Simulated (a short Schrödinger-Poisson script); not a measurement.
Stack: gated Al0.3Ga0.7As/GaAs modulation-doped gas in a quantum well, at 20 K.

```tsv
layer	material	thickness (nm)	Nd (cm⁻³)	Na (cm⁻³)
1	Al0.3Ga0.7As	30	-	-
2	Al0.3Ga0.7As	40	5.8e17	-
3	Al0.3Ga0.7As	20	-	-
4	GaAs	6	-	-
5	Al0.3Ga0.7As	4000	-	2e15
```

The device is made up for the run: typed textbook-type constants, with dimensions and the other settings drawn at random. Al0.3Ga0.7As: permittivity 12.05, conduction-band edge (eV) 0.237, gap (eV) 1.798, electron mass (mₑ) 0.0919, Nv at 300 K (cm⁻³) 9e18. GaAs: permittivity 12.9, conduction-band edge (eV) 0, gap (eV) 1.424, Nv at 300 K (cm⁻³) 9e18.

Channel valleys (confinement mass, in-plane density-of-states mass, number): Γ 0.067, 0.067, 1. At the gate the conduction-band edge of layer 1 lies 0.99 eV − eVg above the Fermi level of the channel; the field vanishes at the back. Donor level 0.05 eV below the band edge. The barrier under the gate holds no holes. Gaps are held at their typed values at every temperature. Mesh 0.08 nm at interfaces.

Solved with a short Schrödinger-Poisson script written for these runs: 1D Poisson equation in equilibrium, electrons quantum, Hartree plus LDA exchange-correlation (BenDaniel-Duke, 40 states a valley, the channel's in-plane mass for all, wave functions free to enter the barrier), parabolic valleys, classical holes, donors ionised by Fermi statistics, acceptors fully, no traps, pinning or gate leakage.

Q: List the lowest subbands of each valley and their electrons at Vg = 0.5 V.

A: 
| valley | subband | energy from the Fermi level (meV) | electrons (cm⁻²) | share (%) |
|---|---|---|---|---|
| Γ | 0 | -4.6 | 1.33e11 | 100.0 |
| Γ | 1 | 50.6 | < 1e6 | 0.0 |
| Γ | 2 | 60.7 | < 1e6 | 0.0 |

All electrons: 1.33e11 cm⁻².
